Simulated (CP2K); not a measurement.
## Worked example: self-consistent single point of AlN (F-43m, 2 atoms in the cell) in CP2K

Computed with PBE, GPW, DZVP-MOLOPT-SR-GTH basis, GTH-PBE potentials (GTH_POTENTIALS) (CP2K).

The input file:

```
&GLOBAL
  PROJECT calc
  RUN_TYPE ENERGY_FORCE
  PRINT_LEVEL MEDIUM
&END GLOBAL
&FORCE_EVAL
  METHOD Quickstep
  STRESS_TENSOR ANALYTICAL
  &DFT
    BASIS_SET_FILE_NAME BASIS_MOLOPT
    POTENTIAL_FILE_NAME GTH_POTENTIALS
    &QS
      METHOD GPW
      EPS_DEFAULT 1E-11
    &END QS
    &MGRID
      CUTOFF 400
      REL_CUTOFF 60
      NGRIDS 5
    &END MGRID
    &SCF
      SCF_GUESS ATOMIC
      EPS_SCF 1E-6
      MAX_SCF 100
      ADDED_MOS 4
      &DIAGONALIZATION
        ALGORITHM STANDARD
      &END DIAGONALIZATION
      &MIXING
        METHOD BROYDEN_MIXING
        ALPHA 0.4
        NBUFFER 8
        BETA 1
      &END MIXING
    &END SCF
    &KPOINTS
      SCHEME MONKHORST-PACK 9 9 9
    &END KPOINTS
    &XC
      &XC_FUNCTIONAL PBE
      &END XC_FUNCTIONAL
    &END XC
    &PRINT
      &MO
        EIGENVALUES T
        OCCUPATION_NUMBERS T
        NDIGITS 8
        FILENAME mo
        &EACH
          QS_SCF 0
        &END EACH
        ADD_LAST NUMERIC
      &END MO
      &MULLIKEN ON
      &END MULLIKEN
    &END PRINT
  &END DFT
  &SUBSYS
    &CELL
      A 3.07535400 0.00000000 0.00000000
      B 1.53767700 2.66333500 0.00000000
      C 1.53767700 0.88777800 2.51101600
      PERIODIC XYZ
    &END CELL
    &COORD
      SCALED
      Al       0.00000000     0.00000000     0.00000000
      N        0.75000000     0.75000000     0.75000000
    &END COORD
    &KIND Al
      BASIS_SET DZVP-MOLOPT-SR-GTH-q3
      POTENTIAL GTH-PBE-q3
    &END KIND
    &KIND N
      BASIS_SET DZVP-MOLOPT-SR-GTH-q5
      POTENTIAL GTH-PBE-q5
    &END KIND
  &END SUBSYS
  &PRINT
    &FORCES ON
    &END FORCES
    &STRESS_TENSOR ON
    &END STRESS_TENSOR
  &END PRINT
&END FORCE_EVAL
```

Output (repeated stretches shortened):

```
 GLOBAL| Method name                                                        CP2K
 GLOBAL| Project name                                                       calc
 GLOBAL| Run type                                                   ENERGY_FORCE

 CELL| Volume [angstrom^3]:                                            20.566974
 CELL| Vector a [angstrom]:       3.075     0.000     0.000   |a| =     3.075354
 CELL| Vector b [angstrom]:       1.538     2.663     0.000   |b| =     3.075354
 CELL| Vector c [angstrom]:       1.538     0.888     2.511   |c| =     3.075354
 CELL| Angle (b,c), alpha [degree]:                                    60.000004
 CELL| Angle (a,c), beta  [degree]:                                    59.999999
 CELL| Angle (a,b), gamma [degree]:                                    60.000003
 CELL| Numerically orthorhombic:                                              NO
 CELL| Periodicity                                                           XYZ

 DFT| Spin restricted Kohn-Sham (RKS) calculation                            RKS
 DFT| Multiplicity                                                             1
 DFT| Number of spin states                                                    1
 DFT| Charge                                                                   0
 DFT| XC density smoothing                                                  NONE
 DFT| XC derivatives                                                          PW

 QS| Method:                                                                 GPW
 QS| Density plane wave grid type                        NON-SPHERICAL FULLSPACE
 QS| Number of grid levels:                                                    5
 QS| Density cutoff [a.u.]:                                                200.0
 QS| Multi grid cutoff [a.u.]: 1) grid level                               200.0
   [... lines left out ...]
 BRILLOUIN| Wavefunction type                                            COMPLEX
 BRILLOUIN| List of Kpoints [2 Pi/Bohr]                                      365
 BRILLOUIN| Number           Weight            X              Y              Z
 BRILLOUIN|     1           0.00274       -0.44444       -0.44444       -0.44444
 BRILLOUIN|     2           0.00274       -0.44444       -0.44444       -0.33333
 BRILLOUIN|     3           0.00274       -0.44444       -0.44444       -0.22222
   [... 362 lines left out ...]
 *******************************************************************************

 Extrapolation method: initial_guess

 Re-scaling the density matrix to get the right number of electrons
                  # Electrons              Trace(P)               Scaling factor
                            8                 8.000                        1.000

 Number of electrons:                                                          8
 Number of occupied orbitals:                                                  4
 Number of molecular orbitals:                                                 8

 Number of orbital functions:                                                 26
 Number of independent orbital functions:                                     26
 SCF WAVEFUNCTION OPTIMIZATION

  Step     Update method      Time    Convergence         Total energy    Change
     1 NoMix/Diag. 0.40E+00      -     1.63236569       -12.2640747040 -1.23E+01
     2 Broy./Diag. 0.40E+00      -     0.26953639       -10.7561989269  1.51E+00
     3 Broy./Diag. 0.40E+00      -     0.09320678       -11.9073547252 -1.15E+00
     4 Broy./Diag. 0.40E+00      -     0.00462631       -12.1131026347 -2.06E-01
     5 Broy./Diag. 0.40E+00      -     0.00263550       -12.1072301312  5.87E-03
     6 Broy./Diag. 0.40E+00      -     0.00070366       -12.1222495917 -1.50E-02
     7 Broy./Diag. 0.40E+00      -     0.00038719       -12.1234627467 -1.21E-03
     8 Broy./Diag. 0.40E+00      -     0.00008886       -12.1224772319  9.86E-04
     9 Broy./Diag. 0.40E+00      -     0.00001511       -12.1227425927 -2.65E-04
    10 Broy./Diag. 0.40E+00      -     0.00000653       -12.1228089598 -6.64E-05
    11 Broy./Diag. 0.40E+00      -     0.00000021       -12.1228034069  5.55E-06
  *** SCF run converged in    11 steps ***

  Electronic density on regular grids:         -8.0000000000        0.0000000000
  Core density on regular grids:                7.9999999999       -0.0000000001
  Total charge density on r-space grids:       -0.0000000001
  Total charge density g-space grids:          -0.0000000001

  Overlap energy of the core charge distribution:               0.00000000037776
  Self energy of the core charge distribution:                -30.49251467522296
  Core Hamiltonian energy:                                      8.71909504502256
  Hartree energy:                                              13.11683921304997
  Exchange-correlation energy:                                 -3.46622299014063

  Total energy:                                               -12.12280340691330

                     Mulliken Population Analysis

 #  Atom  Element  Kind  Atomic population                           Net charge
       1     Al       1          2.235031                              0.764969
       2     N        2          5.764969                             -0.764969
 # Total charge                              8.000000                 -0.000000

 ENERGY| Total FORCE_EVAL ( QS ) energy [hartree]            -12.122804140036990

 FORCES| Atomic forces [hartree/bohr]
 FORCES|   Atom     x               y               z               |f|
 FORCES|      1 -1.25724117E-08  2.50020739E-07  9.23544140E-08   2.66829109E-07
 FORCES|      2 -1.26918379E-08 -2.64174425E-07 -1.02819834E-07   2.83762450E-07
 FORCES| Sum    -2.52642497E-08 -1.41536862E-08 -1.04654204E-08
 FORCES| Total atomic force                                       3.07917873E-08

 STRESS| Analytical stress tensor [bar]
 STRESS|                        x                   y                   z
 STRESS|      x        6.98029307362E+04   6.43845003125E+00   4.55266757572E+00
 STRESS|      y        6.43845003125E+00   6.97953552098E+04   2.20505740935E+00
 STRESS|      z        4.55266757572E+00   2.20505740935E+00   6.97936934978E+04
 STRESS| 1/3 Trace                                             6.97973264812E+04
```

The run converged in 11 iterations.

The starting cell comes from a database of computed structures (which also holds hypothetical and non-ambient phases and stackings), without a prior relaxation at this level. Its lattice was rescaled by a random factor within 2.5 % of one. Values carry the incompleteness of an atom-centred basis. With a pressure of about 7 GPa the cell is away from its equilibrium volume at this level.

Cost on one core of a shared machine: roughly 30 s.
